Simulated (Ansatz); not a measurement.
Results of dielectric-dependent PBEsol hybrid in Ansatz (plane waves, PAW) for SrTaNO2 (Pmc2₁, No. 26, 10 atoms in the cell; start mp-1101327).

Run with plane-wave cutoff 460 eV, 6×4×4 k mesh (along the axes of the cell as run), Fermi–Dirac smearing 0.01 eV, scalar-relativistic PAW data made under PBE.

Cell (relaxed with PBEsol):

```
CELL_PARAMETERS angstrom
      3.96665     0.00000     0.00000
      0.00000     5.74182     0.00000
      0.00000     0.00000     5.74032
ATOMIC_POSITIONS crystal
  Sr 0.50000 0.75962 0.51947
  Sr 0.50000 0.24038 0.01947
  Ta 0.00000 0.73654 0.01548
  Ta 0.00000 0.26346 0.51548
  N  0.00000 0.48409 0.76313
  N  0.00000 0.51591 0.26313
  O  0.50000 0.77320 0.98762
  O  0.50000 0.22680 0.48762
  O  0.00000 0.97576 0.71436
  O  0.00000 0.02424 0.21436
```

Task: Predict the band gap and smallest direct gap on the k points sampled.

Result: 
- band gap = 2.11 eV (on the SCF k mesh)
- smallest direct gap on the k points sampled = 2.15 eV

Note: cell and atoms aren't relaxed at this level (pressure -2.1 GPa).

Spin–orbit coupling is not included.

The computed numbers hold no vibrational or temperature effects.

A start named mp-… is a Materials Project structure, which need not be a measured phase.

Ansatz is an electronic-structure program.
